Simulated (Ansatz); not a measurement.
Start from Nb in the bcc (W type) structure (space group Im-3m, No. 229; a = 3.304 Å; relaxed with 0.1 eV smearing). Axes: x, y, z lie along the cube axes.

Level of theory: plane-wave PAW DFT at the r2SCAN level (Ansatz, a first-principles code, 500 eV), without spin-orbit coupling.

The change: uniaxial strain ε_zz = +1.00 %, all other strain components held at zero, atoms relaxed at fixed cell.

Question: Predict the stress tensor and what it implies for the stiffness.

Answer: Stress of the strained cell less that of the base (GPa, compression positive):
```
   -1.3     0.0     0.0
    0.0    -1.3     0.0
    0.0     0.0    -2.4
```

Then −Δσ_ii/ε with ε = 0.0100 gives relaxed-ion elastic constants: C33 ≈ 245 GPa, C13 ≈ 132 GPa and C23 ≈ 132 GPa.

Stability against distortions was not tested. The final runs are not spin-polarised.
